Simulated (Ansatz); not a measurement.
# CaF2, response to strain

Take CaF$_{2}$ in the fluorite structure (space group Fm-3m, No. 225; a = 5.439 Å) as the base. Axes: x, y, z lie along the cube axes.

Strains are applied to the cell and any free atomic positions relax; under biaxial strain the out-of-plane vector relaxes too.

Computed with plane-wave PAW DFT at the r2SCAN level (Ansatz, a quantum-chemistry and plane-wave program, 500 eV), no spin-orbit coupling.

Candidates:
(a) strain tensor (xx, yy, zz, yz, xz, xy) = (−1.62, +1.76, +2.10, −0.31, −1.29, −0.17) %
(b) biaxial strain +4.95 %, plane normal [001], relaxed out of plane
(c) biaxial strain −4.89 %, plane normal [001], relaxed out of plane

Notes on the quantities. energy relative to the base: free energy F.

Order them by energy relative to the base, lowest first.

(a) strain tensor (xx, yy, zz, yz, xz, xy) = (−1.62, +1.76, +2.10, −0.31, −1.29, −0.17) % (+7.1 meV/atom), (b) biaxial strain +4.95 %, plane normal [001], relaxed out of plane (+36 meV/atom), (c) biaxial strain −4.89 %, plane normal [001], relaxed out of plane (+42 meV/atom)

Whether these cells are dynamically stable was not tested.
